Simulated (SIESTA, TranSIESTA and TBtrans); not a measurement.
System: Ti chain with one Rh atom in place of Ti. Leads: straight Ti chain, spacing 2.185 Å. Geometry: 3 atoms about the centre moved by SIESTA (PBE, DZP) to a largest force of 0.03 eV/Å, all others as built, motion along the axis alone. Transport runs along z; the first 6 and the last 6 of the 21 atoms are the lead cells, repeated to infinity.

```xyz
21
Lattice="9.000 0.000 0.000 0.000 9.000 0.000 0.000 0.000 46.000" Properties=species:S:1:pos:R:3 pbc="F F T"
Ti     4.500     4.500     0.000
Ti     4.500     4.500     2.185
Ti     4.500     4.500     4.370
Ti     4.500     4.500     6.555
Ti     4.500     4.500     8.740
Ti     4.500     4.500    10.925
Ti     4.500     4.500    13.110
Ti     4.500     4.500    15.295
Ti     4.500     4.500    17.480
Ti     4.500     4.500    19.688
Rh     4.500     4.500    21.908
Ti     4.500     4.500    24.124
Ti     4.500     4.500    26.335
Ti     4.500     4.500    28.520
Ti     4.500     4.500    30.705
Ti     4.500     4.500    32.890
Ti     4.500     4.500    35.075
Ti     4.500     4.500    37.260
Ti     4.500     4.500    39.445
Ti     4.500     4.500    41.630
Ti     4.500     4.500    43.815
```
Starting moments (μB): atom 7 +1, atom 8 +1, atom 9 +1, atom 10 +1, atom 11 +1.5, atom 12 +1, atom 13 +1, atom 14 +1, atom 15 +1; lead atoms +1 (left) and +1 (right).

Run with TranSIESTA and TBtrans (open boundaries, self-consistent; PseudoDojo norm-conserving potentials, scalar-relativistic): Spin polarized, PAO.BasisSize DZP, PAO.EnergyShift 0.15 eV, XC.Authors PBE, Mesh.Cutoff 200 Ry, ElectronicTemperature 300 K, TS.Voltage 0.0 eV, TBT.Elecs.Eta 0.001 eV.

Energies count from the leads' Fermi level. Transmissions are for each spin. The energy step is 0.01 eV; narrower resonances are cut or missed.

```csv
E (eV),T up,T down
-0.20,3.24,2.70
-0.15,3.24,2.74
-0.10,3.23,2.79
-0.05,3.48,2.84
0.00,3.72,2.89
0.05,3.84,2.94
0.10,3.89,2.99
0.15,3.91,3.03
0.20,3.92,3.06
```

Problem. Give the zero-bias conductance in μS and the resistance at 300 K.

Solution. At the Fermi level the mean of both spins is (3.72 + 2.89)/2 = 3.31. Averaged with −∂f/∂E over the full grid (kT = 25.9 meV) it is 3.29. With G0 = 2e²/h = 77.48 μS, G = 255 μS and R = 1/G = 3.92 kΩ.

Problem. Estimate the thermopower by Mott's formula S = −(π²/3)(kB²T/e) d ln T/dE from the rows at -0.05 and 0.05 eV.

Solution. d ln T/dE = 0.703 eV⁻¹ and (π²/3) kB²T/e = 7.33 μV/K · eV, so S = -5.1 μV/K; the full integral gives -4.8 μV/K. A negative sign means that T rises with energy over the thermal window.

The magnetic order of the leads was set by the start, and no other order was tried; the separate lead runs end at 0.44 (left) and 0.44 (right) μB an atom. The straight chain is held at its spacing; free chains may zigzag or dimerise.
